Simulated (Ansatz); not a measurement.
The starting structures come from a database of crystals and need not be the phases stable at ambient conditions.

Given:

```xyz
8
Lattice="6.9013 0.0006 -0.0020 3.4486 6.0309 -0.0042 -3.4464 -1.9097 5.7041" Properties=species:S:1:pos:R:3 pbc="T T T"
Ga     0.0030    -0.3412     5.2157
Ga     6.9005     4.4630     0.4822
Cl     5.0974     0.0016    -0.0004
Cl     1.8061     4.1201     5.6983
Cl     3.4549     1.0608     4.6507
Cl     3.4487     3.0610     1.0472
Cl     6.9000     3.9714     2.5468
Cl     0.0036     0.1503     3.1512
```

Space group of this cell: P-1. The cell was relaxed by PBE-D3(BJ); by PBEsol its mean pressure is -0.6 GPa.

Transport runs along the normal of the first two printed cell vectors.

The gap is the functional's own. No spin-orbit coupling. Mid-gap values are interpolated on the energy grid.

Give the band gap and the smallest decay constant κ at mid-gap that Ansatz (a program for electronic structure) with PBEsol yields.

Gap 3.91 eV on a 6×6×6 mesh; κ = 0.378 1/Å, at the zone centre.
